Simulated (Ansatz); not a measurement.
The (10-10) face of wurtzite CdS can be cut between different planes. Symmetric, stoichiometric slabs relaxed in the 1x1 cell (28.7 Å²): top plane Cd + S, 1.21 Å over the next in the ideal cut; top plane Cd + S, 2.42 Å over the next in the ideal cut.

These are PBE (plane waves to 420 eV, PAW; Ansatz, a program for electronic structure) values and carry that method's errors.

Question: Rank these by surface energy (lowest first), as PBE gives it.

Answer: the cut with an outer spacing of 1.21 Å (0.32 J/m²), the cut with an outer spacing of 2.42 Å (0.91 J/m²)
